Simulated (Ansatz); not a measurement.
Structures of equal composition on the (000-1) surface of wurtzite GaN (N plane on top): 2x2 Al adatom at H3; 2x2 Al adatom at T4. The slabs share one bottom face, and each structure is named by its start. These are constructed structures in small cells; real faces may alloy, dewet or reconstruct in larger ones, and not all known structures of the face are among them. Slabs of about 14 Å, Fermi-Dirac smearing of 0.025 eV. Bottom of the slabs: H caps. Relaxed from the named starts with such symmetry as they have, on meshes of like density; energies extrapolated to zero smearing; spin only where a row says so; no spin-orbit coupling, no U. Brackets mark spin-polarised runs, whose order is one that fits the cell. Where a second, spin-polarised start was run, the lower counts.

Method: PBE (plane waves to 420 eV, PAW; Ansatz, an electronic-structure program).

### Question
Rank these by energy per 1x1 cell (lowest first), as PBE gives it.

### Answer
2x2 Al adatom at H3 (0.000 eV, gap 1.13 eV on the mesh), 2x2 Al adatom at T4 (0.310 eV (3 Al–N bonds formed), gap 0.65 eV on the mesh)
